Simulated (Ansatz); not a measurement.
Quick settings and what they miss: InSb (F-43m, 2 atoms in the cell)

Self-consistent single point.

```yaml
crystal:
  lattice:
    - [0.00000, 3.23867, 3.23867]
    - [3.23867, 0.00000, 3.23867]
    - [3.23867, 3.23867, 0.00000]
  atoms:
    - { symbol: In, position: [0.00000, 0.00000, 0.00000] }
    - { symbol: Sb, position: [0.25000, 0.25000, 0.25000] }
```

Computed with LDA (PW92), harder PAW files (source: ansatz) made with PBE (plane waves; Ansatz, an electronic-structure program).

Base settings: basis.ecutwfc = 710 eV; kpoints.mp_grid.grid = 6 6 6; hamiltonian.xc = lda; hamiltonian.pseudopotentials = {kind: paw, source: ansatz}; scf.occupations.method = cold; scf.occupations.width = 0.1 eV.

Tight run (finer mesh or higher cutoff; not a proven limit): basis.ecutwfc: 710 eV → 995 eV; kpoints.mp_grid.grid: 6 6 6 → 9 9 9; scf.convergence.dr2_threshold: default (1e-07 eV) → 1e-09 eV. It gave top of the valence band (on the code's own zero) 8.60 eV; gap on the k-point mesh 0.00 eV; pressure -0.50 GPa.

Quick runs, as changes from the base:
- A: the base itself
- B: kpoints.mp_grid.grid: 6 6 6 → 4 4 4
- C: basis.ecutwfc: 710 eV → 355 eV; kpoints.mp_grid.grid: 6 6 6 → 4 4 4; scf.convergence.dr2_threshold: default (1e-07 eV) → 0.001 eV
- D: basis.ecutwfc: 710 eV → 425 eV; kpoints.mp_grid.grid: 6 6 6 → 1 1 1
- E: basis.ecutwfc: 710 eV → 495 eV; kpoints.mp_grid.grid: 6 6 6 → 8 8 8

Energies are extrapolated to zero smearing width, which holds to low order in the width alone.

The count of work is k-points × plane waves × bands × iterations; it is no time. 

Pressures in the table are Ansatz's without its Pulay estimate, at a fixed set of plane waves; the tight run's value above holds the estimate.

The starting cell comes from a database of computed structures (which also holds hypothetical and non-ambient phases and stackings), without a prior relaxation at this level. Its lattice was rescaled by a random factor within 2.5 % of one. Spin-orbit coupling is off. The run gives no clean gap (levels at the Fermi energy touch, overlap or are partly filled at this smearing), which alone does not show that the compound is a metal.

```tsv
run	energy less tight (meV/atom)	pressure less tight (GPa)	count of work / tight
A	3.0	-0.01	0.082
B	69.6	0.42	0.041
C	3808.4	-96.11	0.010
D	7859.8	34.00	0.0038
E	113.5	-5.10	0.087
```

Among the runs at the tight run's level, the energy misses run from 3.0 to 7859.8 meV/atom.

Left out of this page: 1 run of the series with a known weakness of the program.

Keys are those of Ansatz 0.2.
